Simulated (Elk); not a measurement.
```xyz
6
Lattice="4.3724 0.0000 0.0000 -2.1862 3.7866 0.0000 0.0000 0.0000 8.6590" Properties=species:S:1:pos:R:3 pbc="T T T"
Cu     2.1862     1.2622     1.3157
Cu     0.0000     2.5244     7.3433
Cu     0.0000     2.5244     1.3157
Cu     2.1862     1.2622     7.3433
Te     0.0000     0.0000     2.3049
Te     0.0000     0.0000     6.3541
```

Level of theory: PBEsol, all-electron FP-LAPW, Elk's shipped species files, APW+lo basis with extra local orbitals (Elk 10.2.4).

The set-up and first iterations of an Elk log for Cu₂Te (P6/mmm, 6 atoms in the cell):

```
│ Elk code version 10.2.4 │

All units are atomic (Hartree, Bohr, etc.)

│ Ground-state run starting from atomic densities │

Lattice vectors :
   8.262721022      0.1470000000E-06   0.000000000
  -4.131360638       7.155726236       0.000000000
   0.000000000       0.000000000       16.36314418

Unit cell volume      :    967.4835027
Brillouin zone volume :   0.2563870213

Muffin-tin inner radius fraction :   0.1000000000E-01

Nuclei treated as point charges

Species :    1 (Cu)
 parameters loaded from : Cu.in
 name : copper
 nuclear charge    :   -29.00000000
 electronic charge :    29.00000000
 atomic mass :    115837.2717
 muffin-tin radius :    2.232000000
 number of radial points in muffin-tin :    497
 atomic positions (lattice), magnetic fields (Cartesian) :
   1 :  -0.33333333  0.33333333  0.15195000    0.00000000  0.00000000  0.00000000
   2 :   0.33333333 -0.33333333 -0.15195000    0.00000000  0.00000000  0.00000000
   [... lines left out ...]
 using average radius
Maximum |G+k| for APW functions       :    3.487358326
Maximum (1/2)|G+k|²                   :    6.080834047
Maximum |G| for potential and density :    16.00000000
 potential will be trimmed for |G| > 2 gkmax
Constant for pseudocharge density :   10
Radial integration step length :    4

G-vector grid sizes :     45    45    84
Number of G-vectors :    66899

Maximum angular momentum used for
 APW functions                      :    8
 outer part of muffin-tin           :    6
 inner part of muffin-tin           :    3

Total nuclear charge    :   -220.0000000
Total core charge       :    120.0000000
Total valence charge    :    100.0000000
Total excess charge     :    0.000000000
Total electronic charge :    220.0000000

Effective Wigner radius, rₛ :    1.016351875

Number of empty states         :   24
Total number of valence states :   74
Total number of core states    :  120

Conduction state local-orbitals added automatically
Total number of local-orbitals :  488

Exchange-correlation functional :     22     0     0
 PBEsol, Phys. Rev. Lett. 100, 136406 (2008)
 gradient requirement :    1
 generalised gradient approximation (GGA)

Smearing type :    0
 Gaussian
Smearing width :   0.4997910000E-02
Effective electronic temperature (K) :    1578.215154

Mixing type :    3
 Broyden mixing, J. Phys. A: Math. Gen. 17, L317 (1984)

Kohn-Sham potential initialised from atomic data
│ Self-consistent loop started │
│ Loop number : 1 │
 total energy                :     -20160.0963713
│ Loop number : 2 │
 total energy                :     -20163.5078494
RMS change in Kohn-Sham potential (target) :   0.3344333665     (  0.1000000000E-05)
Absolute change in total energy (target)   :    3.411478126     (  0.1000000000E-03)
│ Loop number : 3 │
 total energy                :     -20174.8146240
RMS change in Kohn-Sham potential (target) :   0.2580628339     (  0.1000000000E-05)
Absolute change in total energy (target)   :    12.15964412     (  0.1000000000E-03)
│ Loop number : 4 │
 total energy                :     -20180.4870000
RMS change in Kohn-Sham potential (target) :   0.2095185354     (  0.1000000000E-05)
Absolute change in total energy (target)   :    8.712286964     (  0.1000000000E-03)
│ Loop number : 5 │
 total energy                :     -20186.8379124
RMS change in Kohn-Sham potential (target) :   0.1581554646     (  0.1000000000E-05)
Absolute change in total energy (target)   :    8.528984187     (  0.1000000000E-03)
│ Loop number : 6 │
 total energy                :     -20152.5337929
RMS change in Kohn-Sham potential (target) :   0.3616180011     (  0.1000000000E-05)
Absolute change in total energy (target)   :    32.17187345     (  0.1000000000E-03)
│ Loop number : 7 │
 total energy                :     -20232.8297040
RMS change in Kohn-Sham potential (target) :   0.2543050491     (  0.1000000000E-05)
   [... lines left out ...]
```

Task: Will this run converge, and how will it end?

Result: The run ended unconverged after 100 iterations. It gives no final result for the task that was set. The log goes on:

```
 total energy                :     -20218.9483582
RMS change in Kohn-Sham potential (target) :   0.1070585114     (  0.1000000000E-05)
   [... lines left out ...]
RMS change in Kohn-Sham potential (target) :   0.6608246331E-01 (  0.1000000000E-05)
Absolute change in total energy (target)   :    4.737224385     (  0.1000000000E-03)
│ Loop number : 98 │
 total energy                :     -20239.6032481
RMS change in Kohn-Sham potential (target) :   0.2904247607     (  0.1000000000E-05)
Absolute change in total energy (target)   :    45.17144700     (  0.1000000000E-03)
│ Loop number : 99 │
 total energy                :     -20215.9326708
RMS change in Kohn-Sham potential (target) :   0.6307317330E-01 (  0.1000000000E-05)
Absolute change in total energy (target)   :    12.37771556     (  0.1000000000E-03)
│ Loop number : 100 │
Reached self-consistent loops maximum

Energies :
 Fermi                       :     0.159053906047
 total energy                :     -20210.7596772

Density of states at Fermi energy :    55.58667108
 (states/Hartree/unit cell)

Estimated indirect band gap :   0.3083277381E-02
 from k-point      2 to k-point     12
Estimated direct band gap   :   0.7963325057E-02
 at k-point      2

Charges :
 core                        :    120.0000000
 valence                     :    100.0000000
 interstitial                :    9.776124718
 muffin-tins (core leakage)
  species :    1 (Cu)
   atom    1                 :    27.87127731     (  0.4149416973E-03)
   atom    2                 :    27.87127731     (  0.4149416973E-03)
   atom    3                 :    27.87127731     (  0.4149416973E-03)
   atom    4                 :    27.87127731     (  0.4149416973E-03)
  species :    2 (Te)
   atom    1                 :    49.36938303     (  0.1103378195E-02)
   atom    2                 :    49.36938303     (  0.1103378195E-02)
 total in muffin-tins        :    210.2238753
 total calculated charge     :    219.9734160
 total charge                :    220.0000000
 error                       :   0.2658404130E-01

│ Self-consistent loop stopped │
```

The starting cell comes from a database of computed structures (which also holds hypothetical and non-ambient phases and stackings), without a prior relaxation at this level. Its lattice was rescaled by a random factor within 2.5 % of one. Spin-orbit coupling is off. Values depend on the basis (sphere radii, cutoffs, local orbitals), which need not be converged.

The run was DFT, PBEsol, all-electron FP-LAPW, Elk's shipped species files, APW+lo basis with extra local orbitals. Main settings of its input:

| key | value |
|---|---|
| xctype | 22 |
| rgkmax | 8 |
| stype | 0 |
| swidth | 0.00499791 Ha |
| ngridk | 7 7 3 |
| gmaxvr | 16 1/bohr |
| nxlo | 2 |
| lorbcnd | true |
| rmtscf | 0.93 |
| lmaxi | 3 |
| maxscl | 100 |
